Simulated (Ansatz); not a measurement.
For Ti2Ga (P6₃/mmc, No. 194), LDA (PAW; Ansatz, a quantum-chemistry and plane-wave program) gives:

| Quantity | Result |
|---|---|
| lattice constant a | 4.434 Å |
| c axis length | 5.307 Å |

### Question
What does PBEsol in Ansatz (plane waves, PAW) give for the same quantities?

### Answer

- lattice constant a: 4.480 Å (rises by 1.0 %)
- lattice parameter c: 5.383 Å (goes up by 1.4 %)

Changes are worked out from the printed values.

Unless a cell is named, each level is at its own relaxed cell (LDA 15.06, PBEsol 15.59 Å³/atom).

Ansatz's density-functional and Hartree–Fock values are scalar-relativistic unless marked +SOC, with PAW data made under PBE.
